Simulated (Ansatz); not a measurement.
Take SrTiO3 in the cubic perovskite structure (space group Pm-3m, No. 221) as the base.

```
CELL_PARAMETERS angstrom
      3.85418     0.00000     0.00000
      0.00000     3.85418     0.00000
      0.00000     0.00000     3.85418
ATOMIC_POSITIONS crystal
  Sr 0.00000 0.00000 0.00000
  Ti 0.50000 0.50000 0.50000
  O  0.50000 0.00000 0.50000
  O  0.00000 0.50000 0.50000
  O  0.50000 0.50000 0.00000
```

Cartesian axes are those of the cell as printed.

Computed with Ansatz (a first-principles code) LDA, no SOC.

Base values:

* **Band gap**: 1.85 eV
* **Smallest direct gap**: 2.17 eV
* **Shortest interatomic distance**: 1.927 Å

One thing is altered: biaxial strain +2.00 %, plane normal [111], relaxed out of plane (Cartesian); in-plane vectors clamped, the third vector and the atoms free.

Question: What does the calculation give for the band gap after the change?

Answer: The band gap drops by 0.166 eV, from 1.85 eV to 1.69 eV.

Question: What does the calculation give for the smallest direct gap after the change?

Answer: The smallest direct gap drops by 0.218 eV to 1.96 eV.

Question: What does the calculation give for the shortest interatomic distance after the change?

Answer: The shortest interatomic distance rises by 0.018 Å, from 1.927 Å to 1.945 Å.

Question: Predict the new in-plane stress.

Answer: The mean in-plane stress (compression positive) comes out as -7.5 GPa.

No phonon test of stability was made. All final runs are without spin polarisation. Many cubic perovskites are stable only at high temperature; tilts and polar distortions were not tested.
